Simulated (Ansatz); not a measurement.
Consider LiNbO₃ (space group R3c, No. 161).

```
CELL_PARAMETERS angstrom
      2.59494     1.49819     4.67151
     -2.59494     1.49819     4.67151
      0.00000    -2.99637     4.67151
ATOMIC_POSITIONS crystal
  Li 0.28074 0.28074 0.28074
  Li 0.78074 0.78074 0.78074
  Nb 0.99950 0.99950 0.99950
  Nb 0.49950 0.49950 0.49950
  O  0.10960 0.35709 0.72016
  O  0.72016 0.10960 0.35709
  O  0.35709 0.72016 0.10960
  O  0.22016 0.85709 0.60960
  O  0.85709 0.60960 0.22016
  O  0.60960 0.22016 0.85709
```

Cartesian axes are those of the cell as printed.

Computed with PBE (Ansatz, a quantum-chemistry and plane-wave program; PAW; 420 eV plane waves; scalar-relativistic without spin-orbit coupling).

For the base:

The shortest interatomic distance comes out as 188.4 pm. The pressure is 0.01 GPa.

Modification: the cell is stretched by 2.25 % along z with no lateral relaxation; the atoms relax in the strained cell.

Q: Predict the new shortest interatomic distance.

A: The shortest interatomic distance shrinks by 0.3 pm, from 188.4 pm to 188.1 pm.

Q: What does the calculation give for the pressure after the change?

A: The pressure (mean of the normal stresses, compression positive) shrinks by 2.31 GPa, from 0.01 GPa to -2.30 GPa.

Q: Estimate the effect on the largest internal atomic displacement.

A: The largest internal atomic displacement comes out as 0.017 Å.

Stability against distortions was not tested.
